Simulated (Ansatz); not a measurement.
Input and output of a relaxation of cell and atoms for ZnCu₂SnS₄ (I-4, 8 atoms in the cell) (Ansatz, a program for electronic structure).

Level of theory: PBE, PAW files (plane waves; Ansatz).

```yaml
crystal:
  lattice:
    - [-2.71380, 2.71380, 5.42853]
    - [2.71380, -2.71380, 5.42853]
    - [2.71380, 2.71380, -5.42853]
  atoms:
    - { symbol: Zn, position: [0.75000, 0.25000, 0.50000] }
    - { symbol: Cu, position: [0.00000, 0.00000, 0.00000] }
    - { symbol: Cu, position: [0.25000, 0.75000, 0.50000] }
    - { symbol: Sn, position: [0.50000, 0.50000, 0.00000] }
    - { symbol: S, position: [0.36432, 0.37124, 0.47758] }
    - { symbol: S, position: [0.62876, 0.10634, 0.99308] }
    - { symbol: S, position: [0.89366, 0.88674, 0.52242] }
    - { symbol: S, position: [0.11326, 0.63568, 0.00692] }
```

Reference input (self-consistent single point, DFT, PBE, plane waves, PAW files): kpoints.mp_grid.grid = 4 4 4; hamiltonian.xc = pbe; hamiltonian.pseudopotentials = {kind: paw} (the program's default PAW files); scf.occupations.method = fermi_dirac; scf.occupations.width = 0.1 eV. This run's input differs from it in these lines:

```diff
@@ -22,2 +22,4 @@
   occupations: { method: fermi_dirac, width: 0.1 }
+relax:
+  cell: {}
 output:
```

Output, abridged:

```
   [... SCF lines of the steps left out ...]
relax step   1: F+E_penalty+E_count = -26205.62395200 eV  Δ(F+E_penalty+E_count) = +0.000e0 eV  max|allowed force component| = 1.200e-1 eV/Å  Δτ_max = 0.0000 Å  P = +1.757 GPa  Ω = 159.918 Å³  (12 SCF iters, dr2 threshold 1.00e-7 eV, accepted)
relax step   2: F+E_penalty+E_count = -26205.64459929 eV  Δ(F+E_penalty+E_count) = -2.065e-2 eV  max|allowed force component| = 2.056e-2 eV/Å  Δτ_max = 0.0140 Å  P = +0.464 GPa  Ω = 162.493 Å³  energy of the carried Pulay correction = -9.224e-4 eV  [...]
   [... lines left out ...]
relax step   4: F+E_penalty+E_count = -26205.64602050 eV  Δ(F+E_penalty+E_count) = -8.727e-6 eV  max|allowed force component| = 2.245e-3 eV/Å  Δτ_max = 0.0012 Å  P = +0.001 GPa  Ω = 163.617 Å³  energy of the carried Pulay correction = -1.321e-3 eV  [...]
relax step   5: F+E_penalty+E_count = -26205.64728322 eV  Δ(F+E_penalty+E_count) = -1.263e-3 eV  max|allowed force component| = 2.341e-3 eV/Å  Δτ_max = 0.0000 Å  P = -0.001 GPa  Ω = 163.617 Å³  stress off target by 1.60e-3 GPa  SCF on the basis [...]
basis re-selected at this cell: Δ(F+E_penalty+E_count) = -1.263e-3 eV, ΔP = -0.002 GPa vs the last step
the relaxation is at rest under the 4 symmetry operations that the run kept from its start: a minimum is not shown …
Free energy (F): -26205.647283 eV
Internal energy: -26205.632003 eV  (E = F + TS)
E sigma→0 (E₀):  -26205.639643 eV
Entropy (-TS):   -0.015280 eV (-1.910 meV/atom)
Fermi energy:    7.917009 eV
--- Forces (eV/Å), atoms counted from 1 ---
  atom   1  Zn     0.00000000     0.00000000     0.00000000
   [... lines left out ...]
  cell:  # Å, volume = 163.6171 Å³
   [... lines left out ...]
    - { symbol: Sn, position: [0.5, 0.5, 3.7454460983143256e-20] }
    - { symbol: S, position: [0.36293424617849424, 0.3709096673274473, 0.47497599204049945] }
    - { symbol: S, position: [0.629090332672553, 0.10406632471305213, 0.9920245788510471] }
    - { symbol: S, position: [0.895933675286948, 0.8879582541379948, 0.5250240079595005] }
    - { symbol: S, position: [0.1120417458620051, 0.6370657538215058, 0.00797542114895311] }
```

The run converged. 

Summary of the result:
```
Item                                                                                                                     Result
-----------------------------------------------  ------------------------------------------------------------------------------
Free energy E − TS (on the zero of these files)                                                                  -26205.6473 eV
Fermi level (on the code's own zero)                                                                                    7.92 eV
Pressure                                                                                                               0.00 GPa
Largest force (vector length)                                                                                        0.003 eV/Å
Final cell                                       a = 6.6987 Å, b = 6.6987 Å, c = 6.6987 Å, α = 131.81°, β = 131.81°, γ = 70.53°
Final volume per atom                                                                                                  20.45 Å³
Relaxation steps                                                                                                              5
```

The starting cell comes from a database of computed structures (which also holds hypothetical and non-ambient phases and stackings), without a prior relaxation at this level. Its lattice was rescaled by a random factor within 2.5 % of one. Spin polarisation is off. The relaxation keeps the symmetry of its start, so its end need not be a minimum. Ansatz's pressure includes its estimate of the finite-basis (Pulay) stress. The run gives no clean gap (levels at the Fermi energy touch, overlap or are partly filled at this smearing), which alone does not show that the compound is a metal.

Cost on one core of a shared machine: roughly 80 s.

Keys are those of Ansatz 0.2.
